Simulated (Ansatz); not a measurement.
Consider InAs in the zinc blende structure (space group F-43m, No. 216; a = 6.109 Å). Axes: x, y, z lie along the cube axes.

Computed with r2SCAN (Ansatz, a first-principles code), no spin-orbit coupling.

Strains are applied to the cell and any free atomic positions relax; under stress the whole cell relaxes.

One change was made to it. Results:

```csv
quantity,base,after
energy relative to the base (free energy F),0 meV/atom,+0.4 meV/atom
shortest interatomic distance,2.645 Å,2.648 Å
```

Question: Name the change that was made.
A) isotropic strain +1.87 %
B) uniaxial stress, 0.5 GPa tension along z
C) uniaxial strain ε_zz = +5.50 %

Answer: B, uniaxial stress, 0.5 GPa tension along z. For comparison, the energy relative to the base in the other runs: isotropic strain +1.87 % gives +15 meV/atom; uniaxial strain ε_zz = +5.50 % gives +21 meV/atom.

A case with no gap was solved on a k-mesh chosen for an insulator, which is coarse for it. Beyond what the load breaks, stability against distortions was not tested. All final runs are without spin polarisation.
